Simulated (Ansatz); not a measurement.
A self-consistent single point of a sheet of InBi (4 atoms in the cell) with Ansatz (a first-principles code).

Method: PBE, PAW files at level accurate (plane waves; Ansatz).

```
InBi
1.0
    4.55716     0.00000     0.00000
   -2.27858     3.94662     0.00000
    0.00000     0.00000    19.84163
In Bi
2 2
Cartesian
  2.27858   1.31554   8.36593
  2.27858   1.31554  11.47571
  0.00000   2.63108   7.00001
  0.00000   2.63108  12.84162
```

Reference input (self-consistent single point, DFT, PBE, plane waves, default PAW files): kpoints.mp_grid.grid = 8 8 1; hamiltonian.xc = pbe; hamiltonian.pseudopotentials = {kind: paw} (the program's default PAW files); scf.occupations.method = cold; scf.occupations.width = 0.0147 Ry. This run's input differs from it in these lines:

Ansatz 0.2 input:
```diff
@@ -15,3 +15,3 @@
   xc: pbe
-  pseudopotentials: { kind: paw }
+  pseudopotentials: { kind: paw, level: accurate }
 scf:
```

Log, with long lists cut:

```
SCF iter   1: F=—  HF=-50079.528563 eV  |F-HF|=—  |Δ(HF+E_count)|=         —  Δρ=9.43e-3  dr2=4.99e-1  ethr=5.56e-4  ⟨swp⟩=1.5  Hψ=2507  notcnv=0
all-band conjugate gradients solve this SCF's bands
preconditioner: auto → LDOS
SCF iter   2: F=—  HF=-50079.459105 eV  |F-HF|=—  |Δ(HF+E_count)|=   6.95e-2  S|Δr|=    0.00e0  Δρ=6.31e-3  dr2=1.10e-1  ethr=5.56e-4  ⟨swp⟩=2.5  Hψ=912  notcnv=0  defer=2
   [... lines left out ...]
SCF iter   6: F=—  HF=-50079.427459 eV  |F-HF|=—  |Δ(HF+E_count)|=   4.38e-6  S|Δr|=    0.00e0  Δρ=4.70e-5  dr2=7.22e-6  ethr=1.16e-7  ⟨swp⟩=2.0  Hψ=810  notcnv=0  defer=5
SCF iter   7: F=—  HF=-50079.427769 eV  |F-HF|=—  |Δ(HF+E_count)|=   3.10e-4  S|Δr|=    0.00e0  Δρ=9.21e-6  dr2=3.83e-7  ethr=8.21e-9  ⟨swp⟩=3.0  Hψ=941  notcnv=0  defer=5
SCF iter   8: F=-50079.427769 eV  HF=-50079.427769 eV  |F-HF|=1.92e-8  |Δ(HF+E_count)|=   9.48e-8  S|Δr|=    0.00e0  Δρ=2.63e-6  dr2=2.02e-8  ethr=1.14e-10  ⟨swp⟩=10.3  Hψ=2470  notcnv=0
SCF 1 converged in 8 iterations: F = -50079.427769 eV  dr2 = 2.02e-8
Stability not checked (fill_not_monotonic)
Free energy (F): -50079.427769 eV
Internal energy: -50079.455067 eV  (E = F + TS)
E sigma→0 (E₀):  -50079.436868 eV
Entropy (-TS):   0.027298 eV (6.824 meV/atom)
Fermi energy:    0.671667 eV
--- Forces (eV/Å), atoms counted from 1 ---
  atom   1  In    -0.00000000    -0.00000000     0.12843490
  atom   2  In    -0.00000000    -0.00000000    -0.12843490
  atom   3  Bi     0.00000000    -0.00000000     0.13096330
  atom   4  Bi     0.00000000     0.00000000    -0.13096330
--- Stress (GPa, compression-positive) ---
       -0.405648      -0.000000      -0.000000
       -0.000000      -0.405648       0.000000
       -0.000000       0.000000      -0.522864
  P = ⅓ Tr σ = -0.4447 GPa (-4.447 kbar)
  The stress holds the Pulay correction. Without it, at fixed plane waves, as pw.x and ABINIT print it: P = -0.4498 GPa
```

The run converged in 8 iterations. Against the reference run the largest force goes from 0.137 to 0.131 eV/Å. The full log also holds: “WARN basis.ecutwfc = 620 eV, the default”.

The starting cell was generated: these elements placed on a structure prototype, without a prior relaxation; it need not be a known phase or ordering of this composition. Spin-orbit coupling is off.
